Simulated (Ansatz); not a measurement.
**What each level gives and costs: NaI (Fm-3m, 2 atoms in the cell)**

```xyz
2
Lattice="0.0000 3.2956 3.2956 3.2956 0.0000 3.2956 3.2956 3.2956 0.0000" Properties=species:S:1:pos:R:3 pbc="T T T"
Na     0.0000     0.0000     0.0000
I      3.2956     3.2956     3.2956
```

Program: Ansatz (a first-principles code), default PAW files made with PBE; each row names its functional.

Base settings: basis.ecutwfc = 420 eV; kpoints.mp_grid.grid = 7 7 7; hamiltonian.xc = pbe0; hamiltonian.pseudopotentials = {kind: paw} (the program's default PAW files); scf.occupations.method = fixed.

Differences are taken from PBE0, a reference of convenience: it is no measurement, and no ranking of the functionals follows.

Core times come from one kind of shared machine and are given to one figure; runs under 30 s give none.

The starting cell comes from a database of computed structures (which also holds hypothetical and non-ambient phases and stackings), without a prior relaxation at this level. Its lattice was rescaled by a random factor within 2.5 % of one. Spin-orbit coupling is off. Ansatz's pressure includes its estimate of the finite-basis (Pulay) stress.

```csv
level,gap on the mesh less reference (eV),pressure less reference (GPa),core time / reference (rough)
PBE,-1.684,0.31,–
HSE06,-0.667,0.04,0.8
PBE0,0.000,0.00,1
```

PBE ran in under 30 s, against roughly 200 s for PBE0.

Keys are those of Ansatz 0.2.
